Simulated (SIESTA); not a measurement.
Input and output of a self-consistent single point for LuCd (P4mm, 2 atoms in the cell) (SIESTA).

Computed with GGA PBEsol, numerical atomic orbitals DZP, PseudoDojo PBEsol standard norm-conserving potentials (rewritten from UPF to PSML) run with SIESTA.

```
LuCd
1.0
    3.62278     0.00000     0.00000
    0.00000     3.62278     0.00000
    0.00000     0.00000     3.62278
Lu Cd
1 1
Cartesian
  1.81139   1.81139   1.86139
  0.00000   0.00000   0.00000
```

Reference input (self-consistent single point, DFT, GGA PBEsol, numerical atomic orbitals DZP, PseudoDojo PBEsol standard norm-conserving potentials (rewritten from UPF to PSML)): XC.functional = GGA; XC.authors = PBEsol; potentials = PseudoDojo PBEsol standard; PAO.BasisSize = DZP; PAO.EnergyShift = 0.01 Ry; MeshCutoff = 350 Ry; kgrid.MonkhorstPack = 7 7 7; OccupationFunction = FD; ElectronicTemperature = 0.1 eV; MaxSCFIterations = 150; SCF.Mixer.Method = Pulay; SCF.Mixer.Weight = 0.2. This run's input differs from it in these lines:

```diff
@@ -28,5 +28,5 @@
 %block kgrid.MonkhorstPack
-    7   0   0  0.0
-    0   7   0  0.0
-    0   0   7  0.0
+   11   0   0  0.0
+    0  11   0  0.0
+    0   0  11  0.0
 %endblock kgrid.MonkhorstPack
```

The program printed (abridged):

```
        iscf     Eharris(eV)        E_KS(eV)     FreeEng(eV)     dDmax    Ef(eV) dHmax(eV)
   scf:    1   -11453.180755   -11466.837751   -11466.885111  1.414707 -2.325695 13.321060
   scf:    2   -11472.431293   -11470.021761   -11470.064825  0.366964 -2.533585  5.681380
   scf:    3   -11471.356183   -11470.850913   -11470.895197  0.251230 -2.729195  1.720678
   scf:    4   -11470.902340   -11470.891895   -11470.939451  0.085010 -2.844413  0.529658
   scf:    5   -11470.858853   -11470.884870   -11470.934324  0.039438 -2.870978  0.757536
   [... 2 lines left out ...]
   scf:    8   -11470.896840   -11470.896978   -11470.945084  0.001768 -2.871622  0.017894
   scf:    9   -11470.897026   -11470.897004   -11470.945090  0.000618 -2.871970  0.000586
   scf:   10   -11470.897004   -11470.897004   -11470.945090  0.000020 -2.871987  0.000061
   scf:   11   -11470.897005   -11470.897005   -11470.945090  0.000009 -2.871984  0.000028
SCF Convergence by DM+H criterion
max |DM_out - DM_in|         :     0.0000090915
max |H_out - H_in|      (eV) :     0.0000280722
SCF cycle converged after 11 iterations

Using DM_out to compute the final energy and forces

siesta: E_KS(eV) =           -11470.8970

siesta: E_KS - E_eggbox =    -11470.8970

siesta: Atomic forces (eV/Ang):
     1    0.000000   -0.000000   -0.113547
     2    0.000000   -0.000000    0.133617
   Tot    0.000000   -0.000000    0.020070
   Max    0.133617
   Res    0.071585    sqrt( Sum f_i^2 / 3N )
   Max    0.133617    constrained

Stress tensor Voigt[x,y,z,yz,xz,xy] (kbar):       17.21       17.21       14.77        0.00        0.00       -0.00
(Free)E + p*V (eV/cell)   -11471.4317
Target enthalpy (eV/cell)   -11470.9451

siesta: Program's energy decomposition (eV):
siesta: FreeEng =    -11470.945090

   [... lines left out ...]
siesta:     0.010743    0.000000    0.000000
siesta:    -0.000000    0.010743   -0.000000
siesta:     0.000000    0.000000    0.009216

siesta: Cell volume =         47.547500 Ang**3

siesta: Pressure (static):
siesta:                Solid            Molecule  Units
siesta:          -0.00011146         -0.00009390  Ry/Bohr**3
siesta:          -0.01023415         -0.00862149  eV/Ang**3
siesta:         -16.39692316        -13.81314341  kBar
```

The run converged in 11 iterations. Against the reference run the free energy rises by 3.7 meV/atom, the pressure moves little (-1.68 to -1.64 GPa) and the largest force goes from 0.138 to 0.134 eV/Å.

The starting cell comes from a database of computed structures (which also holds hypothetical and non-ambient phases and stackings), without a prior relaxation at this level. Its lattice was rescaled by up to half a per cent. One atom was moved a little off its site on purpose. Values carry the incompleteness of an atom-centred basis.

Cost on one core of a shared machine: roughly 90 s.
